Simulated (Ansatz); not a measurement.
Cost and result by functional for the adsorption energy of F on the 1x1 (110) surface of bcc W, one in a 2x2 cell, started at the site 'bridge W-W (span 2.8 Å)', in Ansatz (plane waves, PAW). Single points on the PBE structure, on one kind of machine; costs are rough ratios of the slab run's core time (references not counted) to the cheapest single point. r2SCAN's cost holds its higher cutoff (500 against 420 eV). Differences are taken against r2SCAN for comparison alone: no measured value is at hand, so the table doesn't rank accuracy.

Slab: 17 atoms, 6.6 Å thick at the start under the adsorbate (thin: gaps and levels are the slab's own); k 6x6x1, smearing 0.1 eV, dipole-corrected; 8 atoms held, the rest relaxed; start symmetry kept, larger cells not searched; no spin, no spin-orbit, no U, no dispersion correction. At the end it is bonded to 2 W. In PBE it is, or lies within 0.03 eV of, the lowest of the starts that converged. These notes are the PBE run's. Adsorption energies are against ½ F2(g). A negative adsorption energy means that the adsorbate is more stable on the surface than in its reference.

| functional | relative cost | adsorption energy (eV) | less r2SCAN (eV) |
|---|---|---|---|
| RPBE | 1 | -3.58 | 0.50 |
| r2SCAN | 2 | -4.08 | 0.00 |
| PBE (the relaxed run's value) | – | -3.78 | 0.30 |

The values span 0.50 eV, while the single points' costs differ by a factor of roughly 2. Differences are of unrounded values.

Ansatz is a first-principles code.
